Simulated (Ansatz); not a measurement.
Start from InP in the CsCl type structure (space group Pm-3m, No. 221; a hypothetical phase, not in the database extracts checked; relaxed with 0.1 eV smearing).

```xyz
2
Lattice="3.3880 0.0000 0.0000 0.0000 3.3880 0.0000 0.0000 0.0000 3.3880" Properties=species:S:1:pos:R:3 pbc="T T T"
In     0.0000     0.0000     0.0000
P      1.6940     1.6940     1.6940
```

Cartesian axes are those of the cell as printed.

The values are results of PBEsol, PAW, 420 eV (Ansatz, a quantum-chemistry and plane-wave program; scalar-relativistic without spin-orbit coupling), not measurements.

Base values:

The shortest interatomic distance is 2.934 Å.

Now apply this change: biaxial strain +1.61 %, plane normal [001], relaxed out of plane (Cartesian); in-plane vectors clamped, the third vector and the atoms free.

Q: What does the calculation give for the shortest interatomic distance after the change?

A: The shortest interatomic distance rises by 0.003 Å to 2.937 Å.

Q: Predict the new in-plane stress.

A: The mean in-plane stress (compression positive) amounts to 0.0 GPa.

Whether these cells are dynamically stable was not tested. All final runs are without spin polarisation.
